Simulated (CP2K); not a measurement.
CP2K is run on BiRh (Fm-3m, 2 atoms in the cell), and the run fails. The aim is a self-consistent single point with DFT PBE, GPW, DZVP-MOLOPT-PBE-GTH basis, GTH-PBE potentials (POTENTIAL_UZH).

Cell that was meant: a = 4.2926 Å, b = 4.2926 Å, c = 4.2926 Å, α = 60.00°, β = 60.00°, γ = 60.00°.

Part of the input:

```
  STRESS_TENSOR ANALYTICAL
  &DFT
    BASIS_SET_FILE_NAME BASIS_MOLOPT_UZH
    POTENTIAL_FILE_NAME PBE_POTENTIAL_UZH
    &QS
      METHOD GPW
      EPS_DEFAULT 1E-10
```

Output (repeated stretches shortened):

```
 GLOBAL| Method name                                                        CP2K
 GLOBAL| Project name                                                       bulk
 GLOBAL| Run type                                                   ENERGY_FORCE

 CELL| Volume [angstrom^3]:                                            55.931149
 CELL| Vector a [angstrom]:       4.293     0.000     0.000   |a| =     4.292625
 CELL| Vector b [angstrom]:       2.146     3.718     0.000   |b| =     4.292624
 CELL| Vector c [angstrom]:       2.146     1.239     3.505   |c| =     4.292624
 CELL| Angle (b,c), alpha [degree]:                                    60.000000
 CELL| Angle (a,c), beta  [degree]:                                    60.000002
 CELL| Angle (a,b), gamma [degree]:                                    60.000004
 CELL| Numerically orthorhombic:                                              NO
 CELL| Periodicity                                                           XYZ

 *******************************************************************************
 *   ___                                                                       *
 *  /   \                                                                      *
 * [ABORT]    The specified OLD file <PBE_POTENTIAL_UZH> cannot be opened. It  *
 *  \___/                  does not exist. *
 *  O/|
 * /| |
 * / \                                                   common/cp_files.F:406 *
 *******************************************************************************

 ===== Routine Calling Stack =====

            3 read_qs_kind
            2 create_qs_kind_set
            1 CP2K
Abort(1) on node 0 (rank 0 in comm 0): application called MPI_Abort(MPI_COMM_WORLD, 1) - process 0
```

Q: Read the log: what does the program object to, and what is the fix?

A: The fault is a potential or basis that cannot be found. The input names a file or set that is not where the program looks, or that does not exist under that name. To fix it, correct the name or place the file. The program stopped before any SCF iteration.

The sound input it was made from differs as follows (other fixes are possible):
```diff
-    POTENTIAL_FILE_NAME PBE_POTENTIAL_UZH
+    POTENTIAL_FILE_NAME POTENTIAL_UZH
```

With that input, the run converged in 16 iterations: free energy E − TS -3128.8472 eV; Fermi level (on the code's own zero) 6.23 eV; pressure -12.03 GPa (DFT PBE, GPW, DZVP-MOLOPT-PBE-GTH basis, GTH-PBE potentials (POTENTIAL_UZH)).

On the sound input: the starting cell was generated: these elements placed on a structure prototype, without a prior relaxation; it need not be a known phase or ordering of this composition. Spin polarisation is off. Values carry the incompleteness of an atom-centred basis. With a pressure of about -12 GPa the cell is away from its equilibrium volume at this level.
